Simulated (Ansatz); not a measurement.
**Effect of uniaxial strain ε_zz = +3.00 % on CaS**

The reference is CaS in the rock salt structure (space group Fm-3m, No. 225; a = 5.633 Å). Axes: x, y, z lie along the cube axes.

It is then changed as follows: the cell is stretched by 3.00 % along z with no lateral relaxation, atoms relaxed at fixed cell.

All numbers come from Ansatz (a program for electronic structure), PBEsol, PAW, cutoff 420 eV, no spin-orbit coupling. k-mesh 10×10×10 (Γ-centred); smearing 0.05 eV (Fermi–Dirac).

The space group changes from Fm-3m (No. 225) to I4/mmm (No. 139) and the shortest interatomic distance stays 2.817 Å. The energy rises by 7.7 meV/atom and the pressure (mean of the normal stresses, compression positive) goes from zero to -1.59 GPa. The band gap goes up by 0.06 eV, from 2.16 eV to 2.22 eV and the gap character is indirect, Γ → X. The smallest direct gap remains 3.00 eV and the electron mass changes from 1.4 mₑ along k, 0.29 mₑ across (at X) to 1.3 mₑ along x, 0.29 mₑ along y, 0.31 mₑ along z (at X). The valence-band top at Γ (three highest levels, from the VBM) goes from 0.00, 0.00, 0.00 eV to 0.00, 0.00, -0.02 eV and the valley order (the lowest conduction-band minima on the path, energy above the VBM, named in the base's zone) becomes X along [100] 2.22 eV; X along [001] 2.23 eV (base: X along ⟨100⟩ 2.16 eV). The stress (xx, yy, zz, yz, xz, xy; compression positive) is (-0.67, -0.67, -3.45, 0.00, 0.00, 0.00) GPa.

Masses are band curvatures over ±0.01 Å⁻¹ around the edge. Along k means along the line from Γ to the band edge. Stability against distortions was not tested. k-point labels follow each cell's own Brillouin zone.
